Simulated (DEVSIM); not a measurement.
Structure: Si p+/n-/n+ power diode, at 300 K.

| layer (left to right) | material | thickness (μm) | Nd (cm⁻³) | Na (cm⁻³) | τn (s) | τp (s) |
|---|---|---|---|---|---|---|
| 1 | Si | 0.920 | - | 3.7e18 | 0.00021 | 0.00021 |
| 2 | Si | 14.0 | 1.2e14 | - | 0.00021 | 0.00021 |
| 3 | Si | 2.40 | 2.7e18 | - | 0.00021 | 0.00021 |

Left contact: ohmic. Right contact: ohmic. Voltage is applied to the left contact. Recombination: SRH at mid-gap, Auger. Mobility is μmin + (μ − μmin)/(1 + (N/Nref)^α).

The device is made up for the run: typed textbook-type constants, with dimensions and the other settings drawn at random. Values at 300 K.

```csv
parameter,Si
gap (eV),1.124
affinity (eV),4.05
permittivity,11.7
Nc (cm⁻³),2.86e19
Nv (cm⁻³),3.1e19
μn (cm²/Vs),1417
μp (cm²/Vs),470
"μn,min",52
"μp,min",45
"Nref,n",9.7e16
"Nref,p",2.2e17
αn,0.68
αp,0.72
Cn (cm⁶/s),2.8e-31
Cp (cm⁶/s),9.9e-32
```

DEVSIM, 1D drift-diffusion, Boltzmann statistics, complete ionisation; no tunnelling, impact ionisation, image-force lowering or self-heating.

Question: Tabulate band edges, carrier densities and field at zero bias.

Answer: Energies count from the Fermi level of the right contact; mesh points crowd at the junctions.

```csv
x (μm),Ec (eV),Ev (eV),n (cm⁻³),p (cm⁻³),field (V/cm)
0.000,1.069,-0.055,< 1e2,3.7e18,≈ 0
0.04667,1.069,-0.055,< 1e2,3.7e18,≈ 0
0.1872,1.069,-0.055,< 1e2,3.7e18,≈ 0
0.5453,1.069,-0.055,< 1e2,3.7e18,≈ 0
0.8496,1.069,-0.055,< 1e2,3.7e18,≈ 0
0.9116,1.068,-0.056,< 1e2,3.6e18,-3300
0.9481,0.944,-0.180,4000,2.9e16,-16000
1.131,0.822,-0.302,440000,2.6e14,-4400
1.601,0.644,-0.480,4.4e8,2.7e11,-3300
3.098,0.351,-0.773,3.6e13,3200000,-690
7.499,0.320,-0.804,1.2e14,970000,≈ 0
13.25,0.319,-0.805,1.2e14,940000,-20
14.38,0.303,-0.821,2.3e14,500000,-510
14.76,0.258,-0.866,1.3e15,87000,-2700
14.90,0.158,-0.966,6.2e16,1900,-22000
14.94,0.061,-1.063,2.7e18,< 1e2,-150
15.02,0.061,-1.063,2.7e18,< 1e2,≈ 0
15.27,0.061,-1.063,2.7e18,< 1e2,≈ 0
16.42,0.061,-1.063,2.7e18,< 1e2,≈ 0
17.03,0.061,-1.063,2.7e18,< 1e2,≈ 0
17.24,0.061,-1.063,2.7e18,< 1e2,≈ 0
17.32,0.061,-1.063,2.7e18,< 1e2,≈ 0
```
